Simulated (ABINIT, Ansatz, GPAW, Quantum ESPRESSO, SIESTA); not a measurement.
## YMg3 (P-6m2, 4 atoms in the cell) computed with different codes at matched settings

Self-consistent single point.

```yaml
crystal:
  lattice:
    - [3.30799, 0.00000, 0.00000]
    - [-1.65400, 2.86480, 0.00000]
    - [0.00000, 0.00000, 10.93229]
  atoms:
    - { symbol: Y, position: [0.66667, 0.33333, 0.50000] }
    - { symbol: Mg, position: [0.66667, 0.33333, 0.00000] }
    - { symbol: Mg, position: [0.33333, 0.66667, 0.24212] }
    - { symbol: Mg, position: [0.33333, 0.66667, 0.75788] }
```

Shared settings, as Ansatz (a program for electronic structure) writes them: kpoints.mp_grid.grid = 12 12 4; scf.occupations.method = gaussian; scf.occupations.width = 0.0073 Ry. Potentials and cutoffs stand in the table.

| code | model | pressure (GPa) | largest force (eV/Å) | cutoff |
|---|---|---|---|---|
| GPAW | PBEsol, GPAW PAW datasets PBEsol (made by gpaw-setup) | -1.21 | 0.062 | 800 eV |
| SIESTA | GGA PBEsol, numerical atomic orbitals TZP, PseudoDojo PBEsol standard norm-conserving potentials (rewritten from UPF to PSML) | -0.35 | 0.007 | grid 400 Ry |
| ABINIT | PBEsol, norm-conserving pseudopotentials (PseudoDojo nc-sr-04 PBEsol standard) | -1.17 | 0.067 | 42 Ha |
| Quantum ESPRESSO | PBEsol, SSSP 1.1.2 precision (PBE) pseudopotentials | -1.22 | 0.064 | 50 Ry |
| Ansatz | PBEsol, PAW files made with PBE | -1.19 | 0.064 | 30.9 Ry |

The spread over the programs that give each value: pressure within 0.87 GPa; largest force within 0.060 eV/Å.

SIESTA uses small atom-centred bases, whose incompleteness enters pressures, forces and empty levels differently from a plane-wave cutoff. Ansatz's pressure is given at a fixed set of plane waves, as the other plane-wave codes print theirs.

The starting cell comes from a database of computed structures (which also holds hypothetical and non-ambient phases and stackings), without a prior relaxation at this level.

Left out of this page: CP2K (unsound by tests on forces, stress, charge or solver warnings); Elk and FLEUR (not drawn, or without a comparable value).

Keys are those of Ansatz 0.2.
